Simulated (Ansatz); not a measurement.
CaO under load (space group Fm-3m), r2SCAN, rigid bands run with Ansatz (a program for electronic structure). Condition of this run: hydrostatic pressure of -6.6 GPa (compression positive) (the target of the relaxation). Band gap 4.21 eV, N_c = 4.22e19 cm⁻³ and N_v = 1.71e20 cm⁻³ at 300 K, conductivity masses of 0.591 mₑ (electrons) and 1.52 mₑ (holes). Take k_BT = 0.02585 eV.

Problem. What thermal injection velocity √(2k_BT/πm) limits a ballistic channel?

Solution. 7.00e6 cm/s for electrons and 4.36e6 cm/s for holes, a ratio of √(m_h/m_e) = 1.60, for dilute carriers.

Problem. A film of it is 3 nm thick. Estimate the confinement energies in an infinite well.

Solution. ħ²π²/(2m t²) = 0.376 eV·nm²/(m/mₑ × t²) gives 70.7 meV for electrons and 27.5 meV for holes, so the gap would widen to about 4.31 eV. Finite barriers and nonparabolic bands lower this, and with several valleys or bands the heaviest mass along the normal sets the lowest level, not this average.

Problem. Find the intrinsic carrier density and the intrinsic Fermi level.

Solution. n_i = √(N_c N_v) exp(−E_g/2k_BT) = 8.49e19 × exp(−81.43) = 3.7e-16 cm⁻³. The level lies (k_BT/2) ln(N_v/N_c) = 18 meV from mid-gap (positive towards the conduction band). Each 0.1 eV added to the gap lowers n_i by a factor of 6.9.

Rigid bands with the computed gap; masses take one relaxation time for all states. Spin-orbit coupling is left out; where it splits the top of the valence band, N_v and the p-type Seebeck coefficient come out somewhat high without it. Geometry: cell and atoms relaxed with PBEsol.
